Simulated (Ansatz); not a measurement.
The starting structures come from a database of crystals and need not be the phases stable at ambient conditions.

By PBEsol, the system below comes out a metal.

Without scattering a metal conducts by its projected Fermi surface.

Consider the following.

```yaml
crystal:
  lattice:
    - [3.29947, 0.00000, 0.00000]
    - [0.00000, 3.29947, 0.00000]
    - [0.00000, 0.00000, 3.39845]
  atoms:
    - { symbol: Sc, position: [0.50000, 0.50000, 0.50000] }
    - { symbol: Pd, position: [0.00000, 0.00000, 0.00000] }
```

Space group of this cell: P4/mmm. The cell is strained (lengths along the current scaled by 1.03, ions clamped); by PBEsol its mean pressure is -6.5 GPa.

The current flows along the normal of the first two printed cell vectors, the (001) (indices of the unstrained crystal) plane of the conventional cell. No spin-orbit coupling; the value is a mean over 0.1 eV about the Fermi level.

**Question.** Compute, with PBEsol run with Ansatz (an electronic-structure program), the ballistic conductance per area.

**Answer.** 0.85 × 10¹⁵ S/m² for both spins.
